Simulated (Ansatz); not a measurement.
Consider ZnS in the wurtzite structure (space group P6_3mc, No. 186; a = 3.8061 Å, c = 6.2447 Å).

Method: DFT with r2SCAN, PAW potentials and a 500 eV plane-wave cutoff in Ansatz (a quantum-chemistry and plane-wave program), no SOC.

Before the change:

- Gap character: direct at Γ
- Electron mass: 0.18 mₑ along c, 0.21 mₑ across (at Γ)
- Volume per atom: 19.59 Å³

Perturbation: hydrostatic tension (pressure −1 GPa).

Task: What does the calculation give for the gap character after the change?

Result: The gap character remains direct at Γ.

Task: How does this affect the electron mass?

Result: The electron mass goes from 0.18 mₑ along c, 0.21 mₑ across (at Γ) to 0.18 mₑ along c, 0.20 mₑ across (at Γ).

Task: What happens to the volume per atom?

Result: The volume per atom grows by 0.257 Å³, from 19.59 Å³ to 19.84 Å³.

Load acts through the strain it causes; cell and atoms are relaxed under it. Masses are band curvatures over ±0.01 Å⁻¹ around the edge. Whether these cells are dynamically stable was not tested.
